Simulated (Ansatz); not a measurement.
Base system: TiSi2 (space group Cmcm, No. 63; a = 3.546 Å, b = 13.565 Å, c = 3.580 Å).

Calculations: Ansatz (a program for electronic structure) PBE, no spin-orbit coupling, earlier PAW set.

Before the change:

| Quantity | Value |
|---|---|
| Volume per atom | 14.35 Å³ |
| Band gap | zero |

Modification: hydrostatic tension (pressure −1 GPa).

### Question
What happens to the volume per atom and band gap?

### Answer
The volume per atom increases by 0.12 Å³, from 14.35 Å³ to 14.47 Å³; the band gap stays zero.

Load acts through the strain it causes; cell and atoms are relaxed under it. No phonon test of stability was made. All final runs are without spin polarisation.
